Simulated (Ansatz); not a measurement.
The starting structures come from a database of crystals and need not be the phases stable at ambient conditions.

By PBEsol, the system below comes out a metal.

Without scattering a metal conducts by its projected Fermi surface.

Data:

```
CELL_PARAMETERS angstrom
      3.69349     0.00000     0.00000
      0.00000     4.29533     0.00000
      0.00000     2.14767     2.14767
ATOMIC_POSITIONS crystal
  Cd 0.00000 0.00000 0.00000
  Pd 0.50000 0.50000 0.00000
```

Space group of this cell: P4/mmm. The cell is taken as given; by PBEsol its mean pressure is -4.2 GPa.

The current flows along the normal of the first two printed cell vectors, the (110) plane of the conventional cell. No spin-orbit coupling; the value is a mean over 0.1 eV about the Fermi level.

Problem. Give the ballistic conductance per area that PBEsol (Ansatz, a quantum-chemistry and plane-wave program) yields.

Solution. 0.52 × 10¹⁵ S/m² for both spins.
